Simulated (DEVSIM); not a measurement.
Structure: Schottky contact on n-type ZnO, at 300 K.

Layer 1 from the left is ZnO, thickness (μm) 2.20, Nd (cm⁻³) 2e16, τn (s) 1e-8, τp (s) 1e-8.

Left contact: Schottky, work function 5.82 eV, emission velocity 6.2e6 cm/s. Right contact: ohmic. Voltage is applied to the left contact. Recombination: SRH at mid-gap, radiative, Auger. Mobility is constant in doping.

Constants are typed, rounded textbook-type inputs, not results; the design itself was drawn at random and stands for no fabricated device. Values at 300 K.

ZnO: gap (eV) 3.37, affinity (eV) 4.5, permittivity 8.7, Nc (cm⁻³) 3.7e18, Nv (cm⁻³) 1.8e19, μn (cm²/Vs) 200, μp (cm²/Vs) 20, B (cm³/s) 1e-10, Cn (cm⁶/s) 1e-31, Cp (cm⁶/s) 1e-31.

DEVSIM, 1D drift-diffusion, Boltzmann statistics, complete ionisation; no tunnelling, impact ionisation, image-force lowering or self-heating. Metal contacts follow the ideal Schottky-Mott rule: no Fermi-level pinning, no interface dipoles.

Dark forward current:

| |V| (V) | |J| (A/cm²) |
|---|---|
| 0.20 | 4.159e-13 |
| 0.25 | 2.857e-12 |
| 0.30 | 1.961e-11 |
| 0.35 | 1.345e-10 |
| 0.40 | 9.221e-10 |
| 0.45 | 6.314e-9 |
| 0.50 | 4.319e-8 |
| 0.55 | 2.950e-7 |
| 0.60 | 2.013e-6 |
| 0.65 | 1.370e-5 |
| 0.70 | 9.306e-5 |
| 0.75 | 0.0006300 |
| 0.80 | 0.004248 |
| 0.85 | 0.02847 |
| 0.90 | 0.1888 |
| 0.95 | 1.222 |
| 1.00 | 7.261 |
| 1.05 | 32.75 |
| 1.10 | 93.26 |
| 1.15 | 183.2 |
| 1.20 | 290.5 |
| 1.25 | 407.9 |
| 1.30 | 531.6 |
| 1.35 | 659.5 |
| 1.40 | 790.3 |
| 1.45 | 923.4 |

Work out the local ideality factor n = ΔV / (kT/q · ln(J2/J1)) between the rows 0.20 and 0.25 V, 1.40 and 1.45 V.

kT/q = 25.85 mV. From 0.20 to 0.25 V: ln(2.857e-12/4.159e-13) = 1.927, n = 1.00, near the 1 of diffusion or emission over a barrier. From 1.40 to 1.45 V: ln(923.4/790.3) = 0.156, n = 12.43; the layers' resistance at their doping, Σ W/(qμN) = 0.00034 Ω cm², would take 46 mV of this step of 50 mV.

Estimate the current at 0.55 V for emission alone, J0 = q v N_band exp(−φB/kT), and read the barrier back from the simulated current.

φB = 1.320 eV, N_band = 3.70e18 cm⁻³, J0 = 2.45e-16 A/cm²; J = J0 (exp(qV/kT) − 1) = 4.25e-7 A/cm². The simulation gives 2.95e-7 A/cm²; the estimate lies 44 % above. Read backwards, the simulated current gives an apparent barrier of 1.329 eV. The estimate leaves out transport through the depletion region and minority injection.
